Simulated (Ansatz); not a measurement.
Antifluorite Be2C was calculated with HSE06 (Ansatz, a program for electronic structure, plane waves, PAW).

Input:

Ansatz 0.2 input:
```yaml
crystal:
  lattice:
    - [0.0, 2.1587462527, 2.1587462527]
    - [2.1587462527, 0.0, 2.1587462527]
    - [2.1587462527, 2.1587462527, 0.0]
  atoms:
    - { symbol: Be, position: [0.25, 0.25, 0.25] }
    - { symbol: Be, position: [0.75, 0.75, 0.75] }
    - { symbol: C, position: [0.0, 0.0, 0.0] }
basis:
  ecutwfc: 460
  ecutrho_ratio: 4
  xc_grid: 2
kpoints:
  mp_grid: { grid: [10, 10, 10] }
hamiltonian:
  xc: hse06
  dispersion: none
  pseudopotentials: { kind: paw }
scf:
  occupations: { method: fermi_dirac, width: 0.01 }
  convergence: { dr2_threshold: 0.0000000003 }
output:
  forces: true
  stress: true
  eigenvalues: true
```

Output (set-up and result lines):

```
WARN output.stress: scf.exx.energy_threshold = 1e-6 eV is looser than the 3e-8 eV advised for a stress under a hybrid functional (1e-8 eV for each atom of the …
Crystal: 3 atoms, lattice volume = 20.120 Å³
Basis set: ecut = 460 eV, 459 PW (Γ), exchange–correlation on 48×48×48 points (8 copies of the dense FFT grid, shifted against one another)
Bands: 8, of which v1, the nominal top of the filled ones, is band 4 counted from 1 (3 counted from 0)
Symmetry: 48 space group operations
Space group: Fm-3m (ITA 225), of the structure as read, at distance tolerance 2.7e-5 Å
k-points: 47 of 1000
SCF iter   1: F=—  HF=-437.167223 eV  |F-HF|=—  |Δ(HF+E_count)|=         —  Δρ=7.66e-4  dr2=2.44e-5
SCF iter   2: F=-437.167411 eV  HF=-437.167409 eV  |F-HF|=2.12e-6  |Δ(HF+E_count)|=   1.86e-4  Δρ=3.83e-4  dr2=5.36e-6
Crystal: 3 atoms, lattice volume = 20.120 Å³
Initial density: handed on by an earlier stage of this run
  ...
Crystal: 3 atoms, lattice volume = 20.120 Å³
SCF iter   3: F=—  HF=-437.559269 eV  |F-HF|=—  |Δ(HF+E_count)|=   9.83e-8  Δρ=7.26e-6  dr2=1.38e-8
SCF iter   4: F=-437.559269 eV  HF=-437.559269 eV  |F-HF|=2.93e-11  |Δ(HF+E_count)|=   4.61e-9  Δρ=6.35e-7  dr2=1.60e-10
SCF 3 converged in 4 iterations: F = -437.559269 eV  dr2 = 1.60e-10
Free energy (F): -437.559269 eV
Internal energy: -437.559269 eV  (E = F + TS)
E sigma→0 (E₀):  -437.559269 eV
Fermi energy:    10.166938 eV
--- Stress (GPa, compression-positive) ---
       -1.671819       0.000000      -0.000000
       -0.000000      -1.671819      -0.000000
       -0.000000       0.000000      -1.671819
  P = ⅓ Tr σ = -1.6718 GPa (-16.718 kbar)
```

The cell is one volume of an energy–volume scan, off the minimum.

The PAW data were made under PBE.
